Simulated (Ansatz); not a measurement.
Ansatz (a first-principles code) run on CuI (F-43m, 2 atoms in the cell): self-consistent single point.

Level of theory: PBE (plane waves, PAW; Ansatz).

The change in words: lattice scaled by 0.98. Reference geometry:
```
CELL_PARAMETERS angstrom
      0.00000     3.02500     3.02500
      3.02500     0.00000     3.02500
      3.02500     3.02500     0.00000
ATOMIC_POSITIONS crystal
  Cu 0.00000 0.00000 0.00000
  I  0.25000 0.25000 0.25000
```

Reference input (self-consistent single point, DFT, PBE, plane waves, default PAW files): basis.ecutwfc = 420 eV; kpoints.mp_grid.grid = 5 5 5; hamiltonian.xc = pbe; hamiltonian.pseudopotentials = {kind: paw} (the program's default PAW files); scf.occupations.method = fermi_dirac; scf.occupations.width = 0.01 eV. This run's input differs from it in these lines:

```diff
@@ -2,5 +2,5 @@
   lattice:
-    - [0.000000, 3.025000, 3.025000]
-    - [3.025000, 0.000000, 3.025000]
-    - [3.025000, 3.025000, 0.000000]
+    - [0.000000, 2.964500, 2.964500]
+    - [2.964500, 0.000000, 2.964500]
+    - [2.964500, 2.964500, 0.000000]
   atoms:
```

The program printed (abridged):

```
SCF iter   1: F=—  HF=-14138.314520 eV  |F-HF|=—  |Δ(HF+E_count)|=         —  Δρ=9.17e-4  dr2=2.69e-4  ethr=1.77e-3  ⟨swp⟩=6.5  Hψ=1106  notcnv=0
all-band conjugate gradients solve this SCF's bands
preconditioner: auto → none
SCF iter   2: F=—  HF=-14138.314538 eV  |F-HF|=—  |Δ(HF+E_count)|=   1.82e-5  Δρ=1.59e-3  dr2=8.07e-4  ethr=7.47e-7  ⟨swp⟩=3.0  Hψ=557  notcnv=0
SCF iter   3: F=—  HF=-14138.314364 eV  |F-HF|=—  |Δ(HF+E_count)|=   1.74e-4  Δρ=2.16e-4  dr2=1.44e-5  ethr=7.47e-7  ⟨swp⟩=2.0  Hψ=430  notcnv=0
SCF iter   4: F=—  HF=-14138.314389 eV  |F-HF|=—  |Δ(HF+E_count)|=   2.50e-5  Δρ=6.62e-5  dr2=1.59e-6  ethr=4.01e-8  ⟨swp⟩=2.0  Hψ=310  notcnv=0
SCF iter   5: F=—  HF=-14138.314392 eV  |F-HF|=—  |Δ(HF+E_count)|=   3.27e-6  Δρ=2.28e-5  dr2=2.42e-7  ethr=4.41e-9  ⟨swp⟩=2.1  Hψ=318  notcnv=0
SCF iter   6: F=-14138.314393 eV  HF=-14138.314393 eV  |F-HF|=1.10e-8  |Δ(HF+E_count)|=   4.45e-7  Δρ=9.02e-6  dr2=2.38e-8  ethr=2.78e-10  ⟨swp⟩=7.0  Hψ=1042  notcnv=0
SCF 1 converged in 6 iterations: F = -14138.314393 eV  dr2 = 2.38e-8
Free energy (F): -14138.314393 eV
Internal energy: -14138.314393 eV  (E = F + TS)
E sigma→0 (E₀):  -14138.314393 eV
Fermi energy:    9.827412 eV
--- Forces (eV/Å), atoms counted from 1 ---
  atom   1  Cu     0.00000000     0.00000000     0.00000000
  atom   2  I     -0.00000000     0.00000000    -0.00000000
--- Stress (GPa, compression-positive) ---
        3.643487      -0.000000      -0.000000
       -0.000000       3.643487       0.000000
       -0.000000       0.000000       3.643487
  P = ⅓ Tr σ = 3.6435 GPa (36.435 kbar)
  The stress holds the Pulay correction. Without it, at fixed plane waves, as pw.x and ABINIT print it: P = 3.5958 GPa
```

The run converged in 6 iterations. Against the reference run the free energy goes up by 20.9 meV/atom, the pressure goes from 0.65 to 3.64 GPa and the gap on the mesh goes from 1.137 to 1.306 eV.

The starting cell has typed, rounded lattice constants, without a prior relaxation at this level. For this run, on top of that: lattice scaled by 0.98. Spin-orbit coupling is off. With a pressure of about 4 GPa the cell is away from its equilibrium volume at this level. Ansatz's pressure includes its estimate of the finite-basis (Pulay) stress.

Keys are those of Ansatz 0.2.
